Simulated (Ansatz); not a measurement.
Base system: Be in the hcp (Mg type) structure (space group P6_3/mmc, No. 194; a = 2.255 Å, c = 3.558 Å; relaxed with 0.1 eV smearing). Axes: x lies along a and z along c of the hexagonal cell.

Structures relaxed with PBEsol/PAW in Ansatz (an electronic-structure program), no spin-orbit coupling.

Base:

Simulated powder pattern, Cu Kα, λ = 1.54184 Å (kinematic, ideal powder, no thermal factors, no anomalous dispersion; the 14 strongest lines at most, above 2 %, up to 2θ = 90°):

```tsv
2θ (°)	I/Imax (%)	hkl
46.50	26	(100)
51.36	25	(002)
53.52	100	(101)
71.77	14	(102)
86.27	19	(110)
```

After one change:

Simulated powder pattern, Cu Kα, λ = 1.54184 Å (kinematic, ideal powder, no thermal factors, no anomalous dispersion; the 14 strongest lines at most, above 2 %, up to 2θ = 90°):

```csv
2θ (°),I/Imax (%)
45.30,26
51.46,24
52.47,100
70.94,14
83.68,19
```

Q: Name the change that was made.
(A) biaxial strain +1.50 %, plane normal [001], relaxed out of plane
(B) biaxial strain −2.00 %, plane normal [001], relaxed out of plane
(C) biaxial strain −2.50 %, plane normal [001], relaxed out of plane
(D) biaxial strain +2.50 %, plane normal [001], relaxed out of plane

A: D, biaxial strain +2.50 %, plane normal [001], relaxed out of plane. Its volume per atom is 8.22 Å³ against 7.84 Å³, and its space group is P6_3/mmc (No. 194).

Stability against distortions was not tested.
